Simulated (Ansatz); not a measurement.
Converging the k-point mesh: HfAu (P4mm, 4 atoms in the cell)

```
HfAu
1.0
    3.46644     0.00000     0.00000
    0.00000     3.46644     0.00000
    0.00000     0.00000     6.28892
Hf Au
2 2
Direct
  0.00000   0.50000   0.85953
  0.50000   0.00000   0.14842
  0.00000   0.50000   0.37143
  0.50000   0.00000   0.62857
```

Method: LDA (PW92), default PAW files made with PBE (plane waves; Ansatz, a first-principles code).

Base settings: basis.ecutwfc = 420 eV; kpoints.mp_grid.grid = 10 10 5; hamiltonian.xc = lda; hamiltonian.pseudopotentials = {kind: paw} (the program's default PAW files); scf.occupations.method = fermi_dirac; scf.occupations.width = 0.1 eV.

Only quantities that move along the ladder and can be compared are tabulated.

The count of work is k-points × plane waves × bands × iterations; it is no time. 

The starting cell comes from a database of computed structures (which also holds hypothetical and non-ambient phases and stackings), without a prior relaxation at this level. Its lattice was rescaled by up to half a per cent. One atom was moved a little off its site on purpose. In the base run, with a pressure of about -5 GPa the cell is away from its equilibrium volume at this level. Ansatz's pressure includes its estimate of the finite-basis (Pulay) stress.

```csv
kpoints.mp_grid.grid,free energy less the last step's (meV/atom),pressure (GPa),largest difference of a force vector from the last step's (eV/Å),count of work / last
2 2 1,321.79,-1.67,0.679,0.011
2 2 2,107.02,-4.07,0.493,0.023
3 3 2,21.64,-4.66,0.327,0.016
4 4 2,-10.07,-5.36,0.071,0.041
4 4 3,-7.64,-5.29,0.097,0.036
6 6 3,0.86,-4.97,0.085,0.053
7 7 4,-0.73,-5.03,0.016,0.10
9 9 5,-0.60,-4.98,0.003,0.14
10 10 5,0.49,-4.95,0.018,0.19
11 11 6,0.19,-4.97,0.009,0.25
14 14 8,-0.14,-4.97,0.004,0.55
19 19 10,0.00,-4.97,0.000,1.0
```

Coarsest kpoints.mp_grid.grid that holds the free energy within 2 meV/atom of the last step, with all finer ones: 6 6 3, at 0.053 of the last step's count of work; the step before is off by 7.6 meV/atom.

Coarsest kpoints.mp_grid.grid that holds the pressure within 0.2 GPa of the last step, with all finer ones: 6 6 3, at 0.053 of the last step's count of work; the step before is off by 0.32 GPa.

Coarsest kpoints.mp_grid.grid that holds the forces within 0.02 eV/Å of the last step, with all finer ones: 7 7 4, at 0.10 of the last step's count of work; the step before is off by 0.085 eV/Å.

Keys are those of Ansatz 0.2.
